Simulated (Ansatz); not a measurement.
Consider WSi2 (space group I4/mmm, No. 139; a = 3.185 Å, c = 7.773 Å; relaxed with 0.1 eV smearing). Axes: x, y, z lie along a, b, c of the conventional cell.

The values are results of LDA (Ansatz, a quantum-chemistry and plane-wave program), no SOC, not measurements.

Strains are applied to the cell and any free atomic positions relax.

One change was made to it. Results:

The energy rises by 23 meV/atom; the band gap stays zero.

Which of these changes matches the shifts?
A. uniaxial strain ε_zz = −3.00 %
B. uniaxial strain ε_zz = +1.00 %
C. uniaxial strain ε_zz = +2.00 %
D. uniaxial strain ε_zz = −0.50 %

A, uniaxial strain ε_zz = −3.00 %. For comparison, the energy relative to the base in the other runs: uniaxial strain ε_zz = +2.00 % gives +8.8 meV/atom; uniaxial strain ε_zz = +1.00 % gives +2.3 meV/atom; uniaxial strain ε_zz = −0.50 % gives +0.6 meV/atom.

Whether these cells are dynamically stable was not tested. The final runs are not spin-polarised.
